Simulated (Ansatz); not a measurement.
Pd: uniaxial strain ε_zz = −1.50 %

The reference is Pd in the fcc (Cu type) structure (space group Fm-3m, No. 225; a = 3.910 Å; relaxed with 0.1 eV smearing). Axes: x, y, z lie along the cube axes.

It is then changed as follows: uniaxial strain ε_zz = −1.50 %, all other strain components held at zero, atoms relaxed at fixed cell.

All numbers come from r2SCAN (Ansatz, a quantum-chemistry and plane-wave program; PAW; 500 eV plane waves; scalar-relativistic without spin-orbit coupling). k-mesh 29×29×29 (Γ-centred); smearing 0.1 eV (Fermi–Dirac).

```csv
quantity,base,changed,shift
shortest interatomic distance,2.765 Å,2.744 Å,-0.021 Å
energy relative to the base (free energy F),0 meV/atom,+2.3 meV/atom,+2.3 meV/atom
"pressure (mean of the normal stresses, compression positive)",0.0 GPa,2.9 GPa,+2.9 GPa
band gap,zero,zero,–
"stress (xx, yy, zz, yz, xz, xy; compression positive)",–,"(2.7, 2.7, 3.4, 0.0, 0.0, 0.0) GPa",–
```

No phonon test of stability was made. The final runs are not spin-polarised. Pd has a high density of states at the Fermi level and may be magnetic at this level.
